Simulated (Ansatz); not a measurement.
Abridged Ansatz (an electronic-structure program) output:

```
Pseudopotential: Sr, paw, valence charge 10
Crystal: 1 atoms, lattice volume = 51.935 Å³
Basis set: ecut = 420 eV, 965 PW (Γ), exchange–correlation on 60×60×60 points (8 copies of the dense FFT grid, shifted against one another)
Bands: 9, of which v1, the nominal top of the filled ones, is band 5 counted from 1 (4 counted from 0)
Symmetry: 48 space group operations
k-points: 104 of 2744
Functional: x = pbesol(κ = 0.804, μ = 0.12345679012345678), c = pbesol(β = 0.046)
SCF iter   1: F=—  HF=-3492.235555 eV  |F-HF|=—  |Δ(HF+E_count)|=         —  Δρ=4.97e-3  dr2=1.80e-2  ethr=3.10e-3  ⟨swp⟩=7.6  Hψ=8815  notcnv=0
SCF iter   2: F=—  HF=-3492.237717 eV  |F-HF|=—  |Δ(HF+E_count)|=   2.16e-3  Δρ=3.36e-3  dr2=9.57e-3  ethr=1.80e-4  ⟨swp⟩=1.5  Hψ=1867  notcnv=0
SCF 1 converged in 8 iterations: F = -3492.237999 eV  dr2 = 9.86e-13
SCF converged after 8 iterations
Free energy (F): -3492.237999 eV
Internal energy: -3492.228304 eV  (E = F + TS)
E sigma→0 (E₀):  -3492.233151 eV
Entropy (-TS):   -0.009695 eV (-9.695 meV/atom)
Fermi energy:    5.428480 eV
--- Forces (eV/Å), atoms counted from 1 ---
  atom   1  Sr    -0.00000000    -0.00000000     0.00000000
--- Stress (GPa, compression-positive) ---
       -0.000013       0.000000       0.000000
        0.000000      -0.000013      -0.000000
        0.000000       0.000000      -0.000013
  P = ⅓ Tr σ = -0.0000 GPa (-0.000 kbar)
```

Task: What was computed, and what are the main results?

Result: Sr, 1 atom in the cell, with PBEsol in Ansatz (plane waves to 420 eV, PAW, scalar-relativistic without spin-orbit coupling), earlier PAW set. The last SCF converged to F = -3492.237999 eV, or -3492.2380 eV per atom, at a pressure of 0.00 GPa. The total energy compares only with runs of the same code, potentials and settings.

Stability against distortions was not tested. The cell is Sr in the fcc (Cu type) structure (space group Fm-3m, No. 225).
